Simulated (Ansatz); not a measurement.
Consider WSi₂ (space group I4/mmm, No. 139; a = 3.2289 Å, c = 7.8697 Å; relaxed with 0.1 eV smearing). Axes: x, y, z lie along a, b, c of the conventional cell.

All numbers come from PBE (Ansatz, an electronic-structure program), no spin-orbit coupling.

Strains are applied to the cell and any free atomic positions relax; under biaxial strain the out-of-plane vector relaxes too; under stress the whole cell relaxes.

One change was made to it. Results:

| quantity | base | after |
|---|---|---|
| energy relative to the base (free energy F) | 0 meV/atom | +68 meV/atom |
| band gap | zero | zero |

Question: Name the change that was made.
A) biaxial strain +0.51 %, plane normal [001], relaxed out of plane
B) biaxial strain −3.84 %, plane normal [001], relaxed out of plane
C) uniaxial stress, 2 GPa tension along z
D) uniaxial strain ε_yy = −0.13 %
E) biaxial strain −2.28 %, plane normal [001], relaxed out of plane

Answer: B, biaxial strain −3.84 %, plane normal [001], relaxed out of plane. For comparison, the energy relative to the base in the other runs: uniaxial stress, 2 GPa tension along z gives +0.4 meV/atom; biaxial strain −2.28 %, plane normal [001], relaxed out of plane gives +23 meV/atom; biaxial strain +0.51 %, plane normal [001], relaxed out of plane gives +1.1 meV/atom; uniaxial strain ε_yy = −0.13 % gives 0.0 meV/atom.

Beyond what the load breaks, stability against distortions was not tested. All final runs are without spin polarisation.
